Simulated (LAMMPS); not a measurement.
MD of C (diamond structure) at zero pressure over temperature, 512 atoms; each row names its start.

Model: classical MD, pair style meam, file SiC.meam, run in LAMMPS.

```json
[
 {"T (K), start": "100, crystal", "state": "crystal; no diffusion seen in 21 ps", "volume": "5.6891 ± 0.0001 Å³/atom", "enthalpy": "-7.3440 ± 0.0001 eV/atom", "first peak of g(r)": "1.54 Å, height 18.0", "coordination number": "4.00 (counted to 2.02 Å)", "D(C)": "-"},
 {"T (K), start": "200, crystal", "state": "crystal; no diffusion seen in 21 ps", "volume": "5.7054 ± 0.0001 Å³/atom", "enthalpy": "-7.3180 ± 0.0002 eV/atom", "first peak of g(r)": "1.54 Å, height 16.0", "coordination number": "4.00 (counted to 2.02 Å)", "D(C)": "-"},
 {"T (K), start": "300, crystal", "state": "crystal; no diffusion seen in 21 ps", "volume": "5.7213 ± 0.0002 Å³/atom", "enthalpy": "-7.2920 ± 0.0003 eV/atom", "first peak of g(r)": "1.54 Å, height 14.3", "coordination number": "4.00 (counted to 2.02 Å)", "D(C)": "-"},
 {"T (K), start": "1800, crystal", "state": "crystal; no diffusion seen in 21 ps", "volume": "5.990 ± 0.001 Å³/atom", "enthalpy": "-6.885 ± 0.001 eV/atom", "first peak of g(r)": "1.58 Å, height 7.4", "coordination number": "4.00 (counted to 2.02 Å)", "D(C)": "-"},
 {"T (K), start": "2400, crystal", "state": "crystal; no diffusion seen in 21 ps", "volume": "6.113 ± 0.001 Å³/atom", "enthalpy": "-6.714 ± 0.002 eV/atom", "first peak of g(r)": "1.58 Å, height 6.7", "coordination number": "4.00 (counted to 2.02 Å)", "D(C)": "-"},
 {"T (K), start": "3000, crystal", "state": "crystal; no diffusion seen in 21 ps", "volume": "6.248 ± 0.001 Å³/atom", "enthalpy": "-6.535 ± 0.001 eV/atom", "first peak of g(r)": "1.59 Å, height 5.7", "coordination number": "4.00 (counted to 2.02 Å)", "D(C)": "-"},
 {"T (K), start": "3600, crystal", "state": "crystal; no diffusion seen in 21 ps", "volume": "6.392 ± 0.001 Å³/atom", "enthalpy": "-6.352 ± 0.002 eV/atom", "first peak of g(r)": "1.60 Å, height 5.0", "coordination number": "4.00 (counted to 2.06 Å)", "D(C)": "-"},
 {"T (K), start": "4200, crystal", "state": "crystal; no diffusion seen in 21 ps", "volume": "6.562 ± 0.002 Å³/atom", "enthalpy": "-6.152 ± 0.002 eV/atom", "first peak of g(r)": "1.62 Å, height 4.8", "coordination number": "4.00 (counted to 2.06 Å)", "D(C)": "-"},
 {"T (K), start": "4800, crystal", "state": "crystal; no diffusion seen in 21 ps", "volume": "6.746 ± 0.002 Å³/atom", "enthalpy": "-5.949 ± 0.002 eV/atom", "first peak of g(r)": "1.63 Å, height 4.4", "coordination number": "4.00 (counted to 2.10 Å)", "D(C)": "-"},
 {"T (K), start": "2200, melt", "state": "slow or partial motion within 42 ps, no clear phase", "volume": "6.341 ± 0.008 Å³/atom", "enthalpy": "-5.950 ± 0.004 eV/atom", "first peak of g(r)": "1.68 Å, height 3.1", "coordination number": "5.69 (counted to 2.18 Å)", "D(C)": "-"},
 {"T (K), start": "2800, melt", "state": "liquid", "volume": "6.493 ± 0.004 Å³/atom", "enthalpy": "-5.602 ± 0.003 eV/atom", "first peak of g(r)": "1.77 Å, height 2.5", "coordination number": "6.99 (counted to 2.26 Å)", "D(C)": "(2.5 ± 0.2) × 10^-5 cm²/s"},
 {"T (K), start": "3200, melt", "state": "liquid", "volume": "6.654 ± 0.008 Å³/atom", "enthalpy": "-5.435 ± 0.001 eV/atom", "first peak of g(r)": "1.80 Å, height 2.4", "coordination number": "7.36 (counted to 2.30 Å)", "D(C)": "(5.3 ± 0.2) × 10^-5 cm²/s"},
 {"T (K), start": "3600, melt", "state": "liquid", "volume": "6.838 ± 0.001 Å³/atom", "enthalpy": "-5.285 ± 0.002 eV/atom", "first peak of g(r)": "1.81 Å, height 2.3", "coordination number": "7.52 (counted to 2.34 Å)", "D(C)": "(8.0 ± 0.2) × 10^-5 cm²/s"},
 {"T (K), start": "4000, melt", "state": "liquid", "volume": "7.043 ± 0.007 Å³/atom", "enthalpy": "-5.137 ± 0.003 eV/atom", "first peak of g(r)": "1.83 Å, height 2.3", "coordination number": "7.77 (counted to 2.38 Å)", "D(C)": "(1.10 ± 0.06) × 10^-4 cm²/s"},
 {"T (K), start": "4400, melt", "state": "liquid", "volume": "7.265 ± 0.005 Å³/atom", "enthalpy": "-4.989 ± 0.002 eV/atom", "first peak of g(r)": "1.86 Å, height 2.2", "coordination number": "7.55 (counted to 2.38 Å)", "D(C)": "(1.68 ± 0.07) × 10^-4 cm²/s"},
 {"T (K), start": "5000, melt", "state": "liquid", "volume": "7.63 ± 0.01 Å³/atom", "enthalpy": "-4.773 ± 0.006 eV/atom", "first peak of g(r)": "1.86 Å, height 2.1", "coordination number": "7.20 (counted to 2.38 Å)", "D(C)": "(2.19 ± 0.07) × 10^-4 cm²/s"},
 {"T (K), start": "5600, melt", "state": "liquid", "volume": "8.09 ± 0.01 Å³/atom", "enthalpy": "-4.544 ± 0.005 eV/atom", "first peak of g(r)": "1.88 Å, height 2.1", "coordination number": "7.47 (counted to 2.46 Å)", "D(C)": "(3.4 ± 0.1) × 10^-4 cm²/s"}
]
```

Measured linear expansion coefficient: 0.4000 1e-6/K at 200 K (Kaye and Laby Online (NPL), 2.3.5 Thermal expansion).

Caution: the potential MEAM SiC.meam is made for SiC, not for the elements.

Caution (rows 100, crystal; 200, crystal; 300, crystal; 1800, crystal; 2400, crystal; 3000, crystal; 3600, crystal; 4200, crystal; 4800, crystal): in nature this polymorph isn't the stable one over the whole range of temperature at this pressure, and short runs keep a crystal in its starting form.

Caution (rows 100, crystal; 200, crystal; 300, crystal): nuclei are classical, which matters for such light atoms.

Caution (rows 1800, crystal; 2400, crystal; 3000, crystal; 3600, crystal; 4200, crystal; 4800, crystal; 2800, melt; 3200, melt; 3600, melt; 4000, melt; 4400, melt; 5000, melt; 5600, melt): a run this short can hold a crystal over, or a liquid under, the potential's own melting point, which these runs don't give.

Caution (rows 3600, crystal; 3600, melt): enthalpy drifts during the constant-pressure average: a transition or slow ageing; fluctuation values are void.

Caution (rows 2200, melt; 2800, melt; 3200, melt; 3600, melt; 4000, melt; 4400, melt; 5000, melt; 5600, melt): at ambient pressure real C sublimes or decomposes before or as it melts, so this liquid is the model's.

From the crystal rows between 100 and 300 K, estimate the mean linear expansion coefficient and the heat capacity. The slope of ln V over three gives 9.4 × 10^-6 /K, and dH/dT = 3.0 kB/atom. Nuclei are classical here, so the heat capacity stays near 3 kB/atom, where a real crystal's falls off below its Debye temperature.

Fit an Arrhenius law to the diffusion of C in the liquid. ln D against 1/T from 2800 to 5600 K gives an activation energy of 1.21 eV and D0 = 0.0039 cm²/s.

States go by the mean squared displacement: a species diffuses where it passes 1.5 Å², still rises and gives D over 1e-6 cm²/s; a crystal has left its structure where atoms lie 0.35 Å off their sites on average or a cubic box changes its shape by 3 %, or the axial ratios of another lie 8 % off the starting cell's, which the potential's own relaxation can also do.

Errors of D are the spread over four groups of atoms in one short run; a floor of about 5 %, a picked value, is safer.

Errors shown are sampling errors alone.
